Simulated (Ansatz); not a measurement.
Start from HfN in the rock salt structure (space group Fm-3m, No. 225; a = 4.526 Å; relaxed with 0.1 eV smearing). Axes: x, y, z lie along the cube axes.

Method: r2SCAN (Ansatz, an electronic-structure program), no spin-orbit coupling.

Strains are applied to the cell and any free atomic positions relax.

One change was made to it. Results:

```tsv
quantity	base	after
energy relative to the base (free energy F)	0 meV/atom	+0.2 meV/atom
pressure (mean of the normal stresses, compression positive)	0.0 GPa	0.0 GPa
```

**Question.** Which of these changes matches the shifts?
(A) tensor shear ε_xy = +1.71 %
(B) tensor shear ε_xy = +0.86 %
(C) tensor shear ε_xy = +0.29 %

**Answer.** C, tensor shear ε_xy = +0.29 %. For comparison, the energy relative to the base in the other runs: tensor shear ε_xy = +0.86 % gives +1.4 meV/atom; tensor shear ε_xy = +1.71 % gives +5.5 meV/atom.

Stability against distortions was not tested. The final runs are not spin-polarised. An odd electron count without spin: HfN.
